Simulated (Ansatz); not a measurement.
Take AlN in the wurtzite structure (space group P6_3mc, No. 186; a = 3.114 Å, c = 4.983 Å) as the base. Axes: x lies along a and z along c of the hexagonal cell.

One thing is altered: uniaxial strain ε_zz = +0.60 %, all other strain components held at zero, atoms relaxed at fixed cell.

Level of theory: Kohn–Sham DFT with the PBEsol functional, run in Ansatz (a first-principles code) with PAW and 420 eV plane waves, no spin-orbit coupling.

Base, band edges from the VBM (valence, conduction): K -2.41, 4.89; H -0.80, 7.28; M -0.70, 5.67; L -1.38, 5.17; A -0.56, 6.35; Γ 0.00, 4.09 eV.

**Question.** Give the band edges at the high-symmetry points of the new zone, measured from its valence-band maximum.

**Answer.** 
| point | valence edge (eV) | conduction edge (eV) |
|---|---|---|
| Γ | 0.00 | 4.07 |
| M | -0.66 | 5.65 |
| K | -2.36 | 4.89 |
| A | -0.50 | 6.36 |
| L | -1.36 | 5.17 |
| H | -0.79 | 7.27 |

The gap is 4.07 eV, direct at Γ.

Whether these cells are dynamically stable was not tested.
